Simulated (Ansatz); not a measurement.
Data:

End structure of Ag on the 1x1 (111) surface of fcc Pt, one in a 2x2 cell, started at the site 'hollow Pt-Pt-Pt over Pt at depth 2.3 Å':

```yaml
crystal:
  lattice:
    - [5.61443, 0.00000, 0.00000]
    - [-2.80721, 4.86224, 0.00000]
    - [0.00000, 0.00000, 26.00000]
  atoms:
    - { symbol: Pt, position: [0.16667, 0.33333, 0.36788] }
    - { symbol: Pt, position: [0.16667, 0.83333, 0.36788] }
    - { symbol: Pt, position: [0.66667, 0.33333, 0.36788] }
    - { symbol: Pt, position: [0.66667, 0.83333, 0.36788] }
    - { symbol: Pt, position: [0.33333, 0.16667, 0.45641] }
    - { symbol: Pt, position: [0.33333, 0.66667, 0.45641] }
    - { symbol: Pt, position: [0.83333, 0.16667, 0.45641] }
    - { symbol: Pt, position: [0.83333, 0.66667, 0.45641] }
    - { symbol: Pt, position: [0.99987, 0.00013, 0.54398] }
    - { symbol: Pt, position: [0.99987, 0.49974, 0.54398] }
    - { symbol: Pt, position: [0.50026, 0.00013, 0.54398] }
    - { symbol: Pt, position: [0.50000, 0.50000, 0.54390] }
    - { symbol: Pt, position: [0.16177, 0.33089, 0.63283] }
    - { symbol: Pt, position: [0.16667, 0.83333, 0.63267] }
    - { symbol: Pt, position: [0.66911, 0.33089, 0.63283] }
    - { symbol: Pt, position: [0.66911, 0.83823, 0.63283] }
    - { symbol: Ag, position: [0.50000, 0.50000, 0.71725] }
```

Slab: 17 atoms, 6.9 Å thick at the start under the adsorbate (thin: gaps and levels are the slab's own); k 6x6x1, smearing 0.1 eV, dipole-corrected; 8 atoms held, the rest relaxed; start symmetry kept, larger cells not searched; no spin, no spin-orbit, no U, no dispersion correction. At the end it is bonded to 3 Pt. In PBE this state lies 0.03 eV over the lowest of the starts that converged ('hollow Pt-Pt-Pt over Pt at depth 4.6 Å').

A negative adsorption energy means that the adsorbate is more stable on the surface than in its reference.

Predict the work function of the top face from PBE (Ansatz, a quantum-chemistry and plane-wave program).

3.81 eV

Predict the adsorption energy against an atom of fcc Ag from PBE.

0.19 eV

Predict the change of the step from the bottom to the top vacuum level, against the clean slab from PBE.

-1.84 eV

Give the change of the work function at the level PBE.

-1.86 eV
